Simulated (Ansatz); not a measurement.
We consider Ge2Sb2Te5 (Cm, No. 8, 9 atoms in the cell; start mp-1224407), described by HSE06+SOC (plane waves, PAW; Ansatz, a program for electronic structure).

Numerical settings: plane-wave cutoff 460 eV, 4×4×4 k mesh, Fermi–Dirac smearing 0.01 eV, PAW data made under PBE.

Cell (relaxed with PBEsol):

```
CELL_PARAMETERS angstrom
      6.72722    -2.99939    -0.03570
      6.72722     2.99939    -0.03570
     -6.75494     0.00000     6.71746
ATOMIC_POSITIONS crystal
  Ge 0.49410 0.49410 0.00573
  Ge 0.28137 0.28137 0.19646
  Sb 0.11085 0.11085 0.42698
  Sb 0.89398 0.89398 0.58111
  Te 0.41108 0.41108 0.60162
  Te 0.21308 0.21308 0.81564
  Te 0.00251 0.00251 0.99860
  Te 0.79719 0.79719 0.18702
  Te 0.59583 0.59583 0.38664
```

Problem. Predict the band gap, smallest direct gap on the k points sampled and direct gap at Γ.

Solution. 
band gap: 0.07 eV (indirect)
smallest direct gap on the k points sampled: 0.20 eV
direct gap at Γ: 1.71 eV

Note: cell and atoms aren't relaxed at this level (largest force component 0.18 eV/Å, pressure 1.1 GPa).

Static lattice: no zero-point or thermal effects.

It cost roughly 4 core-hours of CPU time.

A start named mp-… is a Materials Project structure, which need not be a measured phase.
